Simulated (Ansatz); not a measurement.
## Ru: response to strain

Take Ru in the hcp (Mg type) structure (space group P6_3/mmc, No. 194; relaxed with 0.1 eV smearing) as the base.

```xyz
2
Lattice="2.7043 0.0000 0.0000 -1.3521 2.3420 0.0000 0.0000 0.0000 4.2629" Properties=species:S:1:pos:R:3 pbc="T T T"
Ru     1.3521     0.7807     3.1972
Ru     0.0000     1.5613     1.0657
```

Strains are applied to the cell and any free atomic positions relax.

All numbers come from r2SCAN (Ansatz, a first-principles code), without spin-orbit coupling.

Notes on the quantities. energy relative to the base: free energy F.

| isotropic strain (%) | energy relative to the base (meV/atom) |
|---|---|
| 0 | 0.0 |
| 0.5 | 3.1 |
| 1 | 12.3 |
| 1.5 | 27.2 |
| 2 | 47.4 |
| 2.5 | ? |
| 3 | 102.7 |

**Question.** Fit ΔE = Aε² + Bε³ (ε in %) to the rows shown and predict the withheld row.

**Answer.** Least squares on the printed values gives A = 12.7 and B = -0.44 meV/atom (largest residual 0.0 meV/atom); this predicts 72.7 meV/atom, and the run gives 72.7 meV/atom, in agreement.

No phonon test of stability was made. The final runs are not spin-polarised.
